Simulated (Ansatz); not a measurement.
The starting structures come from a database of crystals and need not be the phases stable at ambient conditions.

 Where the default PAW files enter, the runs use the earlier of Ansatz's two default sets.

Given:

```xyz
8
Lattice="5.3699 0.0000 0.0000 0.0000 7.5942 0.0000 0.0000 3.7971 3.7971" Properties=species:S:1:pos:R:3 pbc="T T T"
V      0.0000     0.0000     0.0000
Cu     0.0000     1.8985     1.8985
Cu     0.0000     5.6956     1.8985
Cu     2.6849     0.0000     0.0000
S      1.2731     1.8004     0.0000
S      4.0968     7.5942     1.8004
S      1.2731     5.7937     0.0000
S      4.0968     3.7971     1.9967
```

Space group of this cell: P-43m. The cell is taken as given.

Transport runs along the normal of the first two printed cell vectors, the (110) plane of the conventional cell.

The gap is the functional's own. No spin-orbit coupling. Mid-gap values are interpolated on the energy grid.

Task: Give the band gap and the smallest decay constant κ at mid-gap that r2SCAN (Ansatz, a quantum-chemistry and plane-wave program) yields.

Result: Gap 1.19 eV on a 8×8×8 mesh; κ = 0.251 1/Å, at (0.500, 0.000) of the in-plane reciprocal vectors. At the zone centre, at the nearest computed energy, the slowest state has κ = 0.30 1/Å.
